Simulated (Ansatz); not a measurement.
**Effect of x(P) = 0.25, 8 atoms, Amm2 on GaSb**

Start from GaSb in the zinc blende structure (space group F-43m, No. 216; a = 6.1324 Å).

The other end (x = 1) is GaP in the zinc blende structure (space group F-43m, No. 216): 20.25 Å³/atom, gap 1.85 eV.

Perturbation: a fraction x = 0.25 of the Sb sites is given to P, ordered in a cell of 8 atoms (starting symmetry Amm2) and fully relaxed.

All numbers come from r2SCAN, PAW, 500 eV (Ansatz, a program for electronic structure; no SOC). Γ-centred 8×5×5 mesh, Fermi–Dirac width 0.05 eV, for the changed cell.

The volume per atom shrinks by 2.255 Å³ (28.83 Å³ → 26.57 Å³) and the density shrinks by 0.24 g/cm³ (5.51 g/cm³ → 5.27 g/cm³). The shortest interatomic distance falls by 0.2295 Å, from 2.655 Å to 2.426 Å and the band gap goes from 0.41 eV to zero. The mixing energy comes out as +0.06 eV/atom (to 0.01 eV only: unlike meshes or grids) and the deviation of the volume from the linear (Vegard-type) interpolation comes out as -0.4 %. The mean first-shell distances is Sb–Ga 2.628 Å (end compound 2.655 Å), P–Ga 2.464 Å (end compound 2.361 Å).

Final structure:

```xyz
8
Lattice="4.2183 0.0000 0.0000 0.0000 4.2206 5.9701 0.0000 -4.2206 5.9701" Properties=species:S:1:pos:R:3 pbc="T T T"
Sb     2.1091    -2.1067     4.4741
P      0.0000     0.0000     1.4941
Sb     0.0000     0.0000     7.4791
Sb     2.1091     2.1067     4.4741
Ga     0.0000     1.9740     2.9042
Ga     2.1091     0.0000     5.9719
Ga     2.1091     0.0000     0.1490
Ga     0.0000    -1.9740     2.9042
```

These are small ordered cells, not random alloys; other orderings at the same x differ. With Sb present, leaving out spin-orbit coupling can change the band edges. No phonon test of stability was made. The final runs are not spin-polarised. Gaps under 0.05 eV, about the width of the smearing, are given as zero. A zero or small gap of Ga4Sb3P can be the functional's error rather than a property of the material.
